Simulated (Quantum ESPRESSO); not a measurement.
Quantum ESPRESSO run on Ta2H (P-4m2, 3 atoms in the cell): self-consistent single point.

Computed with vdW-DF2, PseudoDojo standard norm-conserving (PBE) pseudopotentials (plane waves; Quantum ESPRESSO).

```yaml
crystal:
  lattice:
    - [3.37244, 0.00000, 0.00000]
    - [0.00000, 3.37244, 0.00000]
    - [0.00000, 0.00000, 3.41011]
  atoms:
    - { symbol: Ta, position: [0.50000, 0.00000, 0.74132] }
    - { symbol: Ta, position: [0.00000, 0.50000, 0.25868] }
    - { symbol: H, position: [0.00000, 0.00000, 0.00000] }
```

Reference input (self-consistent single point, DFT, PBEsol, plane waves, PseudoDojo standard norm-conserving (PBESOL) pseudopotentials): ecutwfc = 75 Ry; occupations = smearing; smearing = marzari-vanderbilt; degauss = 0.0036749 Ry; potentials = {Ta: Ta.upf, H: H.upf}; K_POINTS = automatic 8 8 8 0 0 0; conv_thr = 1e-09 Ry; mixing_beta = 0.3. This run's input differs from it in these lines:

```diff
@@ -17,2 +17,3 @@
    degauss = 0.0036749
+   input_dft = 'vdw-df2'
 /
```

Its files differ too (potentials: PseudoDojo standard norm-conserving (PBE)).

Log, with long lists cut:

```
     Self-consistent Calculation

     iteration #  1     ecut=    75.00 Ry     beta= 0.30

     Threshold (ethr) on eigenvalues was too large:
     Diagonalizing with lowered threshold

     total energy              =    -262.90528059 Ry
     estimated scf accuracy    <       0.10021225 Ry

     iteration #  2     ecut=    75.00 Ry     beta= 0.30

     total energy              =    -262.89717189 Ry
     estimated scf accuracy    <       0.03051872 Ry

     iteration #  3     ecut=    75.00 Ry     beta= 0.30

     total energy              =    -262.90286469 Ry
     estimated scf accuracy    <       0.00169167 Ry

   [... 7 blocks of this kind left out ...]

     iteration # 11     ecut=    75.00 Ry     beta= 0.30

     total energy              =    -262.90330099 Ry
     estimated scf accuracy    <          1.3E-09 Ry

     iteration # 12     ecut=    75.00 Ry     beta= 0.30
     End of self-consistent calculation

     the Fermi energy is    17.6602 ev

!    total energy              =    -262.90330099 Ry
     estimated scf accuracy    <          6.4E-11 Ry
     smearing contrib. (-TS)   =      -0.00004130 Ry
     internal energy E=F+TS    =    -262.90325970 Ry

     convergence has been achieved in  12 iterations

     Forces acting on atoms (cartesian axes, Ry/au):

     atom    1 type  1   force =     0.00000000    0.00000000   -0.00113580
     atom    2 type  1   force =     0.00000000    0.00000000    0.00113580
     atom    3 type  2   force =     0.00000000    0.00000000    0.00000000

     Total force =     0.001606     Total SCF correction =     0.000017

          total   stress  (Ry/bohr**3)                   (kbar)     P=      111.07
   0.00076396   0.00000000   0.00000000          112.38        0.00        0.00
   0.00000000   0.00076396   0.00000000            0.00      112.38        0.00
   0.00000000   0.00000000   0.00073720            0.00        0.00      108.45

   JOB DONE.
```

The run converged in 12 iterations. Against the reference run the pressure goes from -4.48 to 11.11 GPa and the largest force goes from 0.049 to 0.029 eV/Å.

The starting cell comes from a database of computed structures (which also holds hypothetical and non-ambient phases and stackings), without a prior relaxation at this level. Spin polarisation is off. With a pressure of about 11 GPa the cell is away from its equilibrium volume at this level.

Cost on one core of a shared machine: roughly 3 min.
